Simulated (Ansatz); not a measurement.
Take ZnS in the wurtzite structure (space group P6_3mc, No. 186) as the base.

```
ZnS
1.0
    3.84528     0.00000     0.00000
   -1.92264     3.33011     0.00000
    0.00000     0.00000     6.30521
Zn S
2 2
Direct
  0.33333   0.66667   0.00023
  0.66667   0.33333   0.50023
  0.33333   0.66667   0.37477
  0.66667   0.33333   0.87477
```

Cartesian axes are those of the cell as printed.

Level of theory: PBE (Ansatz, a program for electronic structure; PAW; 420 eV plane waves; spin-orbit coupling left out).

Base values:

| Quantity | Value |
|---|---|
| Valence-band top at Γ | 0.00, 0.00, -0.07 eV |

Modification: the cell is stretched by 2.40 % along z with no lateral relaxation; the atoms relax in the strained cell.

What does the calculation give for the energy relative to the base after the change?

The energy grows by 4.7 meV/atom.

How does this affect the valence-band top at Γ?

The valence-band top at Γ (three highest levels, from the VBM) becomes 0.00, 0.00, -0.18 eV (base: 0.00, 0.00, -0.07 eV).

The levels and masses belong to the bands next to the band gap. Stability against distortions was not tested.
